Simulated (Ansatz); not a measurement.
Given:

End structure of a constructed model of the (111) surface of fcc Ir, (√3x√3)R30° layer of O, one a cell, in the other hollow (bottom of the slab: a bare face, its two planes held):

```
CELL_PARAMETERS angstrom
      4.10580     2.37048     0.00000
     -4.10580     2.37048     0.00000
      0.00000     0.00000    29.00000
ATOMIC_POSITIONS crystal
  Ir 0.00000 0.66667 0.28119
  Ir 0.33333 0.33333 0.28119
  Ir 0.66667 0.00000 0.28119
  Ir 0.00000 0.33333 0.35826
  Ir 0.33333 0.00000 0.35826
  Ir 0.66667 0.66667 0.35826
  Ir 0.00000 0.99995 0.43459
  Ir 0.33338 0.66672 0.43459
  Ir 0.66662 0.33333 0.43459
  Ir 0.00000 0.66893 0.51214
  Ir 0.33559 0.33333 0.51214
  Ir 0.66441 0.99774 0.51214
  Ir 0.00000 0.33333 0.58618
  Ir 0.33333 0.00000 0.58999
  Ir 0.66667 0.66667 0.58999
  Ir 0.00000 0.00084 0.66570
  Ir 0.33249 0.66582 0.66570
  Ir 0.66751 0.33333 0.66570
  O  0.00000 0.33333 0.71151
```

Set-up: 19 atoms, 12.7 Å thick at the start; mesh 9x9x1; 0.1 eV smearing; dipole correction on; 6 atoms held, the rest relaxed; start symmetry kept, larger cells not searched; no spin, no spin-orbit, no U. In PBE it lies 0.06 eV a 1x1 cell over the lowest computed structure of the same composition ((√3x√3)R30° layer of O, one a cell, on the site that continues the host's stacking).

Task: Estimate the work function of the top face that PBE in Ansatz (a first-principles code) returns for this input.

Result: 5.87 eV
